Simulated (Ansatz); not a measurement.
```yaml
crystal:
  lattice:
    - [3.47606, 0.00000, 0.00000]
    - [-1.73803, 3.01035, 0.00000]
    - [0.00000, 0.00000, 13.81569]
  atoms:
    - { symbol: Te, position: [0.33333, 0.66667, 0.88053] }
    - { symbol: Te, position: [0.66667, 0.33333, 0.11947] }
    - { symbol: Te, position: [0.66667, 0.33333, 0.38053] }
    - { symbol: Te, position: [0.33333, 0.66667, 0.61947] }
    - { symbol: W, position: [0.33333, 0.66667, 0.25000] }
    - { symbol: W, position: [0.66667, 0.33333, 0.75000] }
```

The cell is a database entry relaxed within its symmetry; it need not be the phase found at ambient conditions.  Spin-orbit coupling is not included.

Question: List the harmonic phonon frequencies (cm⁻¹; finite displacements on a 6×6×2 mesh, Ansatz, a first-principles code, LDA functional, plane-wave PAW, k mesh 6×6×2) at q = (0.000, 0.000, 0.000), (0.000, 0.167, -0.500), (0.167, 0.333, -0.500), in fractions of this cell's reciprocal vectors. At Γ leave out the LO-TO shift.

Answer: 
- (0.000, 0.000, 0.000): 0, 0, 0, 26, 26, 34, 123, 123, 125, 125, 180, 184, 199, 199, 199, 199, 244, 248
- (0.000, 0.167, -0.500): 37, 37, 45, 45, 65, 65, 129, 129, 142, 142, 172, 172, 199, 199, 208, 208, 238, 238
- (0.167, 0.333, -0.500): 65, 65, 92, 92, 97, 97, 148, 148, 159, 159, 167, 167, 201, 201, 209, 209, 216, 216

The PAW data sets were generated under PBE and serve the other functionals too.
